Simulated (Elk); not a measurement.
A working Elk input for HgS (F-43m, 2 atoms in the cell) (DFT, LDA (PW92), all-electron FP-LAPW, Elk's shipped species files, default APW+lo basis):

```
tasks
  0

rmtscf
  0.92

swidth
  0.00367493

maxscl
  100

avec
    0.0000000000    5.6303728479    5.6303728479
    5.6303728479    0.0000000000    5.6303728479
    5.6303728479    5.6303728479    0.0000000000

atoms
  2
  'Hg.in'
  1
  0.0000000000  0.0000000000  0.0000000000    0.0 0.0 0.0
  'S.in'
  1
  0.2500000000  0.2500000000  0.2500000000    0.0 0.0 0.0

ngridk
  10 10 10
```

The run converged in 15 iterations: free energy E − TS -545563.1565 eV; pressure from finite strains at a fixed basis (rough; not comparable with other codes) -6.49 GPa; Fermi level (on the code's own zero) 3.21 eV. Each of these slips is then made, one at a time:

(1)
```diff
+
+nempty
+  0.05
```

(2)
```diff
+
+lmaxo
+  2
```

Predict the outcome of each change.


(1) Too few bands. The run converged in 15 iterations, and against the sound input the free energy hardly moves (within 1 meV/atom).

(2) Angular cutoffs in an order that the program does not allow or that is too low. The program stopped before any SCF iteration, with the message: Error(readinput): lmaxo < 3 : 2.

The starting cell comes from a database of computed structures (which also holds hypothetical and non-ambient phases and stackings), without a prior relaxation at this level. Its lattice was rescaled by a random factor within 2.5 % of one. Values depend on the basis (sphere radii, cutoffs, local orbitals), which need not be converged. The run gives no clean gap (levels at the Fermi energy touch, overlap or are partly filled at this smearing), which alone does not show that the compound is a metal.

Left out of this page: 3 runs of the series outside the window shown, repeating another row's setting, or not comparable; 1 run of the series stopped by limits of time or memory.
